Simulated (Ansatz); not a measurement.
# Effect of biaxial strain +1.00 %, plane normal [001], relaxed out of plane on TiAl

Start from TiAl (space group P4/mmm, No. 123; a = 2.7662 Å, c = 4.0021 Å; relaxed with 0.1 eV smearing). Axes: x, y, z lie along a, b, c of the conventional cell.

It is then changed as follows: tensile biaxial strain of 1.00 % in the plane normal to [001], as in epitaxy on a mismatched substrate; the out-of-plane cell vector and the atoms relax.

All numbers come from Ansatz (an electronic-structure program) LDA, no SOC. Settings: 21×21×15 k-points, 0.1 eV Fermi–Dirac smearing.

| quantity | base | changed | shift |
|---|---|---|---|
| volume per atom | 15.31 Å³ | 15.44 Å³ | +0.13 Å³ |
| space group | P4/mmm (No. 123) | P4/mmm (No. 123) | – |
| band gap | zero | zero | – |
| out-of-plane strain | – | -1.14 % | – |
| mean in-plane stress (compression positive) | – | -1.6 GPa | – |

Final structure (turned so that z lies along the plane normal):

```xyz
2
Lattice="2.7938 0.0000 0.0000 0.0000 2.7938 0.0000 0.0000 0.0000 3.9565" Properties=species:S:1:pos:R:3 pbc="T T T"
Ti     0.0000     0.0000     0.0000
Al     1.3969     1.3969     1.9782
```

Whether these cells are dynamically stable was not tested. The final runs are not spin-polarised.
